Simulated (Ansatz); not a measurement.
CaTiO3 (Cmcm, No. 63, 20 atoms in the cell; start mp-1205364; a measured phase of this formula has another space group)

All values below come from LDA in Ansatz (plane waves, PAW).

Settings: plane-wave cutoff 520 eV, 6×6×6 k mesh, Fermi–Dirac smearing 0.01 eV, no spin polarisation, scalar-relativistic PAW data made under PBE.

Cell (relaxed at this level):

```cif
data_Ca8O24Ti8
_chemical_formula_sum 'Ca8 Ti8 O24'
_space_group_name_H-M_alt 'Cmcm'
_space_group_IT_number 63
_space_group_name_Hall '-C 2c 2'
_cell_length_a 7.48821
_cell_length_b 7.57419
_cell_length_c 7.56316
_cell_angle_alpha 90.000
_cell_angle_beta 90.000
_cell_angle_gamma 90.000
loop_
_atom_site_label
_atom_site_type_symbol
_atom_site_symmetry_multiplicity
_atom_site_Wyckoff_symbol
_atom_site_fract_x
_atom_site_fract_y
_atom_site_fract_z
_atom_site_occupancy
Ca1 Ca 4 c 0.00000 0.48406 0.25000 1
Ca2 Ca 4 c 0.00000 0.00961 0.75000 1
Ti1 Ti 8 d 0.25000 0.25000 0.00000 1
O1 O 8 g 0.20186 0.25482 0.25000 1
O2 O 8 f 0.00000 0.70613 0.04637 1
O3 O 8 e 0.20261 0.00000 0.00000 1
```
(The calculation used a cell of 20 atoms; values per cell refer to that cell.)

| Item | Value |
|---|---|
| band gap | 2.20 eV |
| smallest direct gap on the k points sampled | 2.21 eV |
| direct gap at Γ | 2.23 eV |

The computed numbers hold no vibrational or temperature effects.

Cost on a shared machine: around 5 core-minutes (rough).

A start named mp-… is a Materials Project structure, which need not be a measured phase.

Ansatz is a first-principles code.
